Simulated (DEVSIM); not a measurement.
## Schottky contact on n-type β-Ga2O3

System: Schottky contact on n-type β-Ga2O3, at 300 K.

| layer (left to right) | material | thickness (μm) | Nd (cm⁻³) | τn (s) | τp (s) |
|---|---|---|---|---|---|
| 1 | β-Ga2O3 | 17.0 | 2.3e17 | 7.7e-8 | 7.7e-8 |
| 2 | β-Ga2O3 | 2.50 | 1.6e18 | 7.7e-8 | 7.7e-8 |

Left contact: Schottky, work function 5.65 eV, emission velocity 5.1e6 cm/s. Right contact: ohmic. Voltage is applied to the left contact. Recombination: SRH at mid-gap, Auger. Mobility is constant in doping.

Constants are typed, rounded textbook-type inputs, not results; the design itself was drawn at random and stands for no fabricated device. Values at 300 K.

```
parameter      β-Ga2O3
-------------  -------
gap (eV)           4.8
affinity (eV)        4
permittivity        10
Nc (cm⁻³)       3.7e18
Nv (cm⁻³)         5e20
μn (cm²/Vs)        160
μp (cm²/Vs)          1
Cn (cm⁶/s)       1e-31
Cp (cm⁶/s)       1e-31
```

DEVSIM, 1D drift-diffusion, Boltzmann statistics, complete ionisation; no tunnelling, impact ionisation, image-force lowering or self-heating. Metal contacts follow the ideal Schottky-Mott rule: no Fermi-level pinning, no interface dipoles.

| Property | Result |
|---|---|
| Potential step across the device at zero bias | 1.628 V |
| Dark forward voltage at 1 A/cm² | 1.270 V |
| Dark forward voltage at 100 A/cm² | 1.422 V |

Small-signal capacitance in reverse bias (quasi-static):

```tsv
V (V)	C (nF/cm²)
-0.04	101
-0.1	99.4
-0.2	96.5
-0.3	93.8
-0.4	91.4
-0.6	87.1
-0.8	83.3
-1	79.9
-1.3	75.6
-1.6	71.9
-2	67.8
```

Dark forward current:

```tsv
V (V)	J (A/cm²)
0.45	1.9e-14
0.55	9.0e-13
0.60	6.2e-12
0.70	3.0e-10
0.80	1.4e-8
0.85	9.7e-8
0.95	4.6e-6
1.00	3.2e-5
1.10	0.0015
1.20	0.070
1.25	0.47
1.35	18
1.45	160
1.50	280
1.60	560
1.65	710
1.75	1000
1.85	1300
1.90	1500
2.00	1800
```
